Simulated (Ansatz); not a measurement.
L1₂ (Cu3Au-type) Ni3Si was calculated with PBE-D3(BJ) in Ansatz (plane waves, PAW).

Excerpt of the program's output:

```
Crystal: 4 atoms, lattice volume = 41.619 Å³
Basis set: ecut = 520 eV, 1141 PW (Γ), exchange–correlation on 54×54×54 points (8 copies of the dense FFT grid, shifted against one another)
Bands: 35, of which v1, the nominal top of the filled ones, is band 29 counted from 1 (28 counted from 0)
Symmetry: 48 space group operations
Space group: Pm-3m (ITA 221), of the structure as read, at distance tolerance 3.5e-5 Å
k-points: 165 of 4096
Functional: x = pbe(κ = 0.804, μ = 0.2195149727645171), c = pbe(β = 0.06672455060314922)
SCF iter   1: F=—  HF=-18158.829071 eV  |F-HF|=—  |Δ(HF+E_count)|=         —  Δρ=3.29e-3  dr2=3.73e-3
SCF iter   2: F=—  HF=-18158.827902 eV  |F-HF|=—  |Δ(HF+E_count)|=   1.17e-3  Δρ=2.01e-3  dr2=1.70e-3
  ...
SCF iter   8: F=—  HF=-18158.827550 eV  |F-HF|=—  |Δ(HF+E_count)|=   2.12e-9  Δρ=1.82e-6  dr2=1.10e-9
SCF iter   9: F=-18158.827550 eV  HF=-18158.827550 eV  |F-HF|=9.82e-11  |Δ(HF+E_count)|=  2.04e-10  Δρ=4.86e-7  dr2=6.27e-11
SCF 1 converged in 9 iterations: F = -18158.827550 eV  dr2 = 6.27e-11
SCF converged after 9 iterations
Free energy (F): -18158.827550 eV
Internal energy: -18158.811220 eV  (E = F + TS)
E sigma→0 (E₀):  -18158.819385 eV
Fermi energy:    18.291890 eV
--- Forces (eV/Å), atoms counted from 1 ---
  atom   1  Si    -0.00000000     0.00000000     0.00000000
  atom   2  Ni     0.00000000    -0.00000000    -0.00000000
  atom   3  Ni     0.00000000    -0.00000000     0.00000000
  atom   4  Ni     0.00000000     0.00000000    -0.00000000
--- Stress (GPa, compression-positive) ---
       -0.000414       0.000000       0.000000
        0.000000      -0.000414       0.000000
        0.000000       0.000000      -0.000414
  P = ⅓ Tr σ = -0.0004 GPa (-0.004 kbar)
```

Task: Write an input file that could have produced this run (the log leaves some choices open).

Result: Several could match; the one computed here: 
Ansatz 0.2 input:
```yaml
crystal:
  lattice:
    - [3.4654818899, 0.0, 0.0]
    - [0.0, 3.4654818899, 0.0]
    - [0.0, 0.0, 3.4654818899]
  atoms:
    - { symbol: Si, position: [0.0, 0.0, 0.0] }
    - { symbol: Ni, position: [0.0, 0.5, 0.5] }
    - { symbol: Ni, position: [0.5, 0.0, 0.5] }
    - { symbol: Ni, position: [0.5, 0.5, 0.0] }
basis:
  ecutwfc: 520
  ecutrho_ratio: 4
  xc_grid: 2
kpoints:
  mp_grid: { grid: [16, 16, 16] }
hamiltonian:
  xc: pbe
  dispersion: d3bj
  pseudopotentials: { kind: paw }
scf:
  occupations: { method: fermi_dirac, width: 0.05 }
  convergence: { dr2_threshold: 0.0000000004 }
output:
  forces: true
  stress: true
  eigenvalues: true
```

Ansatz is a first-principles code.
